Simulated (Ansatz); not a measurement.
Base system: Bi2TeO2 (space group I4/mmm, No. 139; a = 3.9665 Å, c = 12.6321 Å; a cell from a computed database, its experimental status unchecked). Axes: x, y, z lie along a, b, c of the conventional cell.

Calculations: DFT with PBEsol, PAW potentials and a 420 eV plane-wave cutoff in Ansatz (an electronic-structure program), spin-orbit coupling left out.

For the base:

| Item | Value |
|---|---|
| Pressure | 0.0 GPa |
| Shortest interatomic distance | 2.335 Å |

The change: tensor shear ε_xy = −3.04 % (engineering shear γ = -0.0608); the atoms relax in the strained cell.

Question: What does the calculation give for the pressure, energy relative to the base and shortest interatomic distance after the change?

Answer: The pressure (mean of the normal stresses, compression positive) goes from zero to 0.3 GPa; the energy increases by 13 meV/atom; the shortest interatomic distance is still 2.335 Å.

Stability against distortions was not tested. The base started in P1 and relaxed to I4/mmm at this level. The final runs are not spin-polarised.
